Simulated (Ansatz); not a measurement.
Base system: Ga$_{2}$O$_{3}$ in the corundum structure (space group R-3c, No. 167; a = 5.000 Å, c = 13.449 Å (hexagonal axes)).

The values are results of PBEsol, PAW, 420 eV (Ansatz, a program for electronic structure; scalar-relativistic without spin-orbit coupling), not measurements.

One change was made to it. Results:

| quantity | base | after |
|---|---|---|
| band gap | 2.70 eV | 2.60 eV |
| smallest direct gap | 2.95 eV | 2.85 eV |
| lattice parameter a | 5.000 Å | 5.014 Å |

Task: Which of these changes matches the shifts?
A) pressure −1 GPa
B) pressure −2 GPa
C) pressure 4.5 GPa
D) pressure 0.9 GPa
E) pressure 9 GPa

Result: B, pressure −2 GPa. For comparison, the band gap in the other runs: pressure 9 GPa gives 3.10 eV; pressure 4.5 GPa gives 2.91 eV; pressure 0.9 GPa gives 2.74 eV; pressure −1 GPa gives 2.65 eV.

Load acts through the strain it causes; cell and atoms are relaxed under it. Stability against distortions was not tested. No other phases were tried under pressure.
